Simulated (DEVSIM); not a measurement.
Structure: Co/SiON/p-Ge capacitor, at 250 K.

Layer 1 from the left is SiON, thickness (nm) 2.30. Layer 2 from the left is Ge, thickness (nm) 3600, Na (cm⁻³) 2.8e16.

Metal gate on the left, work function 5 eV. Fixed charge at the semiconductor interface -3.9e10 cm⁻² (in units of +e); no interface traps.

Constants are typed, rounded textbook-type inputs, not results; the design itself was drawn at random and stands for no fabricated device. Values at 300 K; Nc and Nv go as T^1.5, mobilities as T to minus their exponent, the gap by Varshni's rule with the affinity fixed.

SiON: gap (eV) 7, affinity (eV) 1.4, permittivity 5.5. Ge: gap (eV) 0.664, affinity (eV) 4, permittivity 16, Nc (cm⁻³) 1.04e19, Nv (cm⁻³) 6e18, Varshni α (eV/K) 0.000477, Varshni β (K) 235.

Model (solved in DEVSIM): 1D Poisson equation in equilibrium, Boltzmann statistics, complete ionisation; no quantum confinement or tunnelling. Metal contacts follow the ideal Schottky-Mott rule: no Fermi-level pinning, no interface dipoles.

Q: What does the simulation give for the minimum of the low-frequency capacitance, the flat-band voltage?

A: minimum of the low-frequency capacitance 0.0936 μF/cm²; flat-band voltage 0.43 V.
